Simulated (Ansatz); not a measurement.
The reference is CrGe in the rock salt structure (space group Fm-3m, No. 225; a = 4.933 Å; ferromagnetic; a hypothetical phase, not in the database extracts checked).

Calculations: plane-wave PAW DFT at the PBEsol level (Ansatz, a program for electronic structure, 420 eV), no spin-orbit coupling.

One change was made to it. Results:

The largest site moment falls by 0.093 μB (2.06 μB → 1.96 μB); the volume per atom falls by 0.78 Å³ (15.01 Å³ → 14.23 Å³).

Problem. Which change produced these results?
A. pressure −2 GPa
B. pressure 3 GPa
C. pressure 0.3 GPa
D. pressure −1 GPa
E. pressure 7.5 GPa

Solution. E, pressure 7.5 GPa. For comparison, the volume per atom in the other runs: pressure −1 GPa gives 15.13 Å³; pressure 3 GPa gives 14.67 Å³; pressure 0.3 GPa gives 14.97 Å³; pressure −2 GPa gives 15.26 Å³.

Other magnetic orders, which the real material may have, were not ruled out. Load acts through the strain it causes; cell and atoms are relaxed under it. No phonon test of stability was made. Competing high-pressure phases were not computed.
